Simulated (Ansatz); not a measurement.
The starting structures come from a database of crystals and need not be the phases stable at ambient conditions.

Data:

```
SrTiO3
1.0
    5.53490     0.00000     0.00000
    0.02511     5.53484     0.00000
    2.75490    -2.76742     3.90488
Sr Ti O
2 2 6
Direct
  0.25000   0.25000   0.50000
  0.75000   0.75000   0.50000
  0.00000   0.00000   0.00000
  0.50000   0.50000   0.00000
  0.22904   0.77096   0.04192
  0.77096   0.22904   0.95808
  0.72904   0.27096   0.50000
  0.27096   0.72904   0.50000
  0.25000   0.25000   0.00000
  0.75000   0.75000   0.00000
```

Space group of this cell: I4/mcm. The cell is taken as given; by r2SCAN its mean pressure is -0.8 GPa.

The current runs along the normal of the first two printed vectors, the (110) plane. All runs by Ansatz (an electronic-structure program), plane waves and PAW, without spin-orbit coupling; the base is r2SCAN.

| run | mean pressure (GPa) | gap (eV) | mid-gap κ (1/Å) |
|---|---|---|---|
| base | -0.8 | 2.33 | 0.264 |
| all lengths scaled by 0.98 | 12.0 | (withheld) | (withheld) |
| all lengths scaled by 1.02 | -10.5 | 2.18 | 0.259 |
| lda in place of r2scan | -8.3 | 1.86 | 0.246 |
| lengths across the current scaled by 0.98, ions clamped | 7.5 | 2.38 | 0.266 |
| lengths across the current scaled by 1.02, ions clamped | -7.5 | 2.20 | 0.262 |
| lengths along the current scaled by 0.97, ions clamped | 5.5 | (withheld) | 0.266 |
| lengths along the current scaled by 1.03, ions clamped | -5.7 | 2.20 | 0.260 |
| pbesol in place of r2scan | -3.0 | (withheld) | (withheld) |

**Question.** What belongs in the gaps?

**Answer.** 
- all lengths scaled by 0.98, gap (eV): 2.47
- all lengths scaled by 0.98, mid-gap κ (1/Å): 0.268
- lengths along the current scaled by 0.97, ions clamped, gap (eV): 2.36
- pbesol in place of r2scan, gap (eV): 1.91
- pbesol in place of r2scan, mid-gap κ (1/Å): 0.249
